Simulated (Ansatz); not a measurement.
The parent structure is BP in the zinc blende structure (space group F-43m, No. 216; a = 4.548 Å).

Modification: every lattice vector is shortened by 4.73 %, atoms relaxed at fixed cell.

Computed with PBE/PAW in Ansatz (a program for electronic structure), spin-orbit coupling left out, earlier PAW set.

Base, band edges from the VBM (valence, conduction): X -4.09, 1.35; W -5.43, 5.33; L -1.75, 3.74; Γ 0.00, 3.39; K -3.48, 2.16; U -3.48, 2.16 eV.

Problem. Give the band edges at the high-symmetry points of the new zone, measured from its valence-band maximum.

Solution. 
| point | valence edge (eV) | conduction edge (eV) |
|---|---|---|
| Γ | 0.00 | 3.66 |
| X | -4.62 | 1.04 |
| U | -3.93 | 2.00 |
| K | -3.93 | 2.00 |
| L | -1.91 | 4.63 |
| W | -6.30 | 5.29 |

The gap is 1.02 eV, indirect, Γ → Γ–X (89 % along).

The cells carry an imposed strain or load. No phonon test of stability was made.
